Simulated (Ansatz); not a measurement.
The starting structures come from a database of crystals and need not be the phases stable at ambient conditions.

Evanescent states of TiTl2F6 (P-3m1, 9 atoms a cell, 18.4 Å³ an atom, -4 GPa at this level) along the normal of (111)

The numbers are results of r2SCAN (plane waves, PAW; Ansatz, a first-principles code), not measurements.

The gap is the functional's own, uncorrected, and κ follows it; spin-orbit coupling is left out. Mid-gap means the computed energy nearest the middle.

Energies count from the valence-band top; κ is the least over a 4×4 mesh across the current.

```tsv
E (eV)	κ (1/Å)	where
0.11	0.156	off Γ
0.33	0.254	off Γ
0.55	0.312	off Γ
0.77	0.354	off Γ
0.99	0.387	off Γ
1.21	0.408	off Γ
1.43	0.424	off Γ
1.65	0.436	off Γ
1.87	0.445	off Γ
2.09	0.452	off Γ
2.31	0.453	off Γ
2.53	0.451	off Γ
2.75	0.446	off Γ
2.97	0.440	off Γ
3.19	0.431	off Γ
3.41	0.420	off Γ
3.63	0.406	off Γ
3.85	0.389	off Γ
4.07	0.367	off Γ
4.29	0.340	off Γ
4.51	0.298	off Γ
```

Problem. How thick must the barrier be to attenuate the transmission by 10^6 when the electrodes' Fermi level lies at 2.53 eV, and what attenuation does that film give at 0.33 eV?

Solution. d = 6 ln 10 / (2 × 0.451) = 15.3 Å. At 0.33 eV it gives 6 × 0.254/0.451 = 3.4 decades.
